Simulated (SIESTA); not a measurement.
Input and output of a self-consistent single point for TaNbAl₆ (P4/mmm, 8 atoms in the cell) (SIESTA).

Computed with LDA PW92, numerical atomic orbitals TZP, PseudoDojo LDA standard norm-conserving potentials (rewritten from UPF to PSML) (SIESTA).

```yaml
crystal:
  lattice:
    - [3.91003, 0.00000, 0.00000]
    - [0.00000, 3.91003, 0.00000]
    - [0.00000, 0.00000, 8.70543]
  atoms:
    - { symbol: Ta, position: [0.50000, 0.50000, 0.50000] }
    - { symbol: Al, position: [0.50000, 0.50000, 0.00000] }
    - { symbol: Al, position: [0.00000, 0.00000, 0.50000] }
    - { symbol: Al, position: [0.00000, 0.50000, 0.25110] }
    - { symbol: Al, position: [0.00000, 0.50000, 0.74890] }
    - { symbol: Al, position: [0.50000, 0.00000, 0.25110] }
    - { symbol: Al, position: [0.50000, 0.00000, 0.74890] }
    - { symbol: Nb, position: [0.00000, 0.00000, 0.00000] }
```

Reference input (self-consistent single point, DFT, GGA PBEsol, numerical atomic orbitals TZP, PseudoDojo PBEsol standard norm-conserving potentials (rewritten from UPF to PSML)): XC.functional = GGA; XC.authors = PBEsol; potentials = PseudoDojo PBEsol standard; PAO.BasisSize = TZP; PAO.EnergyShift = 0.005 Ry; MeshCutoff = 400 Ry; kgrid.MonkhorstPack = 7 7 3; OccupationFunction = FD; ElectronicTemperature = 0.05 eV; MaxSCFIterations = 150; SCF.Mixer.Method = Pulay; SCF.Mixer.Weight = 0.25. This run's input differs from it in these lines:

```diff
@@ -1,2 +1,2 @@
-# files in the folder: Ta.psml Al.psml Nb.psml (PseudoDojo PBEsol standard)
+# files in the folder: Ta.psml Al.psml Nb.psml (PseudoDojo LDA standard)
 SystemName  TaNbAl6
@@ -29,4 +29,4 @@
 
-XC.functional                GGA
-XC.authors                   PBEsol
+XC.functional                LDA
+XC.authors                   PW92
 PAO.BasisSize                TZP
```

Output (repeated stretches shortened):

```
        iscf     Eharris(eV)        E_KS(eV)     FreeEng(eV)     dDmax    Ef(eV) dHmax(eV)
   scf:    1    -3800.427529    -3848.545364    -3848.561415  1.853127 -4.643540 12.170329
   scf:    2    -3859.013233    -3857.080080    -3857.089186  0.195877 -5.460854  1.883138
   scf:    3    -3856.909935    -3857.094084    -3857.102237  0.037812 -5.450767  1.800556
   scf:    4    -3857.216256    -3857.194214    -3857.202997  0.010522 -5.464904  0.715848
   scf:    5    -3857.265063    -3857.234217    -3857.243657  0.033260 -5.489949  0.216933
   scf:    6    -3857.237934    -3857.236854    -3857.246374  0.008434 -5.490373  0.045205
   scf:    7    -3857.236669    -3857.236867    -3857.246465  0.001658 -5.494569  0.037636
   scf:    8    -3857.236933    -3857.236954    -3857.246496  0.000616 -5.492431  0.023870
   scf:    9    -3857.236983    -3857.236975    -3857.246519  0.000597 -5.494152  0.002862
   scf:   10    -3857.236969    -3857.236972    -3857.246519  0.000035 -5.494253  0.000343
SCF Convergence by DM+H criterion
max |DM_out - DM_in|         :     0.0000350721
max |H_out - H_in|      (eV) :     0.0003427000
SCF cycle converged after 10 iterations

Using DM_out to compute the final energy and forces

siesta: E_KS(eV) =            -3857.2370

siesta: E_KS - E_eggbox =     -3857.2370

siesta: Atomic forces (eV/Ang):
     1   -0.000000    0.000000   -0.000000
     2   -0.000000   -0.000000    0.000000
     3    0.000000   -0.000000   -0.000000
     4    0.000000    0.000000    0.006040
     5   -0.000000    0.000000   -0.006040
     6    0.000000    0.000000    0.006040
     7   -0.000000    0.000000   -0.006040
     8   -0.000000    0.000000    0.000000
   Tot   -0.000000    0.000000   -0.000000
   Max    0.006040
   Res    0.002466    sqrt( Sum f_i^2 / 3N )
   Max    0.006040    constrained

   [... lines left out ...]
siesta: FreeEng =     -3857.246519
   [... lines left out ...]
siesta:     0.071477    0.000000   -0.000000
siesta:    -0.000000    0.071477    0.000000
siesta:    -0.000000    0.000000    0.064605

siesta: Cell volume =        133.091564 Ang**3

siesta: Pressure (static):
siesta:                Solid            Molecule  Units
siesta:          -0.00075353         -0.00075210  Ry/Bohr**3
siesta:          -0.06918619         -0.06905507  eV/Ang**3
siesta:        -110.84849039       -110.63841730  kBar
```

The run converged in 10 iterations. Against the reference run the pressure goes from -8.10 to -11.08 GPa and the largest force goes from 0.018 to 0.006 eV/Å.

The starting cell comes from a database of computed structures (which also holds hypothetical and non-ambient phases and stackings), without a prior relaxation at this level. Its lattice was rescaled by a random factor within 2.5 % of one. Spin polarisation is off. Values carry the incompleteness of an atom-centred basis. With a pressure of about -11 GPa the cell is away from its equilibrium volume at this level.

Cost on one core of a shared machine: roughly 4 min.
